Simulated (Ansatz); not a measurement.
Reference: CuI (F-43m), PBEsol, rigid bands (plane waves, PAW, scalar-relativistic; Ansatz, a first-principles code); axes and stresses refer to this cell.

```
CELL_PARAMETERS angstrom
      0.00000     2.96958     2.96958
      2.96958     0.00000     2.96958
      2.96958     2.96958     0.00000
ATOMIC_POSITIONS crystal
  Cu 0.25000 0.25000 0.25000
  I  0.00000 0.00000 0.00000
```

The hole conductivity mass is 0.73 mₑ. The electron conductivity mass is 0.156 mₑ and the band gap comes out as 1.18 eV.

Question: Change: spin-orbit coupling switched on. What happens to hole conductivity mass, electron conductivity mass, band gap?

Answer: hole conductivity mass shrinks to 0.67 mₑ; electron conductivity mass shrinks to 0.149 mₑ; band gap shrinks to 1.00 eV.

Masses are for dilute carriers at 300 K, harmonic means over directions unless an axis is named. Spin-orbit coupling is left out unless a row names it; without it the gap and masses of crystals with these elements can be far off.
